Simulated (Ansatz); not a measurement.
The reference is SiO2 in the rutile structure (space group P4_2/mnm, No. 136; a = 4.236 Å, c = 2.690 Å).

The values are results of DFT with PBE, PAW potentials and a 420 eV plane-wave cutoff in Ansatz (a quantum-chemistry and plane-wave program), without spin-orbit coupling, not measurements.

Carriers are added at fixed cell with a uniform background; the Fermi–Dirac width is that of 300 K.

One change was made to it. Results:

```json
[
 {"quantity": "Fermi level relative to the doped band's edge (positive inside the band; to 0.05 eV)", "base": "–", "after": "+1.60 eV"},
 {"quantity": "gap between the host's bands", "base": "5.04 eV", "after": "4.99 eV"},
 {"quantity": "gap character", "base": "direct at Γ", "after": "direct at Γ"}
]
```

Problem. What was done to the base?
A. holes 3.0×10^21 cm⁻³
B. electrons 3.0×10^21 cm⁻³
C. holes 1.0×10^22 cm⁻³
D. electrons 5.0×10^21 cm⁻³

Solution. D, electrons 5.0×10^21 cm⁻³. For comparison, the Fermi level from band edge in the other runs: holes 3.0×10^21 cm⁻³ gives +0.45 eV; electrons 3.0×10^21 cm⁻³ gives +1.25 eV; holes 1.0×10^22 cm⁻³ gives +0.85 eV.

Carriers are added with a uniform compensating background; total energy and stress of such cells depend on the potential's zero and are not compared; many-body gap narrowing is missing at this level. Whether these cells are dynamically stable was not tested.
